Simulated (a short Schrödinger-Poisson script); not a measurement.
Solved with a short Schrödinger-Poisson script written for these runs: 1D Poisson equation in equilibrium, electrons quantum, Hartree (BenDaniel-Duke, 40 states a valley, the channel's in-plane mass for all, wave functions free to enter the barrier), parabolic valleys, classical holes, donors ionised by Fermi statistics, acceptors fully, no traps, pinning or gate leakage.

Structure: gated In0.52Al0.48As/In0.53Ga0.47As modulation-doped gas in a quantum well, at 300 K.

From the gate side: 15 nm In0.52Al0.48As; 30 nm In0.52Al0.48As, donors 5.1e17 cm⁻³; 40 nm In0.52Al0.48As; 10 nm In0.53Ga0.47As; 4000 nm In0.52Al0.48As, acceptors 2e14 cm⁻³.

The device is made up for the run: typed textbook-type constants, with dimensions and the other settings drawn at random. In0.52Al0.48As: permittivity 12.5, conduction-band edge (eV) 0.52, gap (eV) 1.45, electron mass (mₑ) 0.075, Nv at 300 K (cm⁻³) 1.1e19. In0.53Ga0.47As: permittivity 13.9, conduction-band edge (eV) 0, gap (eV) 0.74, Nv at 300 K (cm⁻³) 7.7e18.

Channel valleys (confinement mass, in-plane density-of-states mass, number): Γ 0.041, 0.041, 1. At the gate the conduction-band edge of layer 1 lies 0.65 eV − eVg above the Fermi level of the channel; the field vanishes at the back. Donor level 0.05 eV below the band edge. The barrier under the gate holds no holes. Gaps are held at their typed values at every temperature. Mesh 0.08 nm at interfaces.

Give the gate voltage at 1e11 electrons/cm² (V); the sheet density of all electrons at Vg = -0.1 V (cm⁻²); the lowest subband against the Fermi level at Vg = 0.4 V (meV).

gate voltage at 1e11 electrons/cm² (V): -0.34; sheet density of all electrons at Vg = -0.1 V (cm⁻²): 2.63e11; lowest subband against the Fermi level at Vg = 0.4 V (meV): -16.9.
